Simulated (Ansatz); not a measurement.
**Lattice constant a of SiSn (model structure, started from the litharge type, P4/nmm, No. 129, 4 atoms in the cell) at several levels of theory**

No measured value is used here.

```tsv
level (code)	value (Å)
PBE (Ansatz)	3.475
PBEsol (Ansatz)	[?]
PBE-D3(BJ) (Ansatz)	3.427
```

Task: Fill in the missing entries.

Result: 
- PBEsol (Ansatz, an electronic-structure program), value (Å): 3.433

PBE-D3(BJ): a distance lies near a switch of the dispersion term, which can move the cell. Ansatz's density-functional and Hartree–Fock values are scalar-relativistic unless marked +SOC, with PAW data made under PBE.

A model structure was made by putting elements into a prototype or built by hand; it is no filed structure, need not be a known phase, and can be a saddle point held by its symmetry.
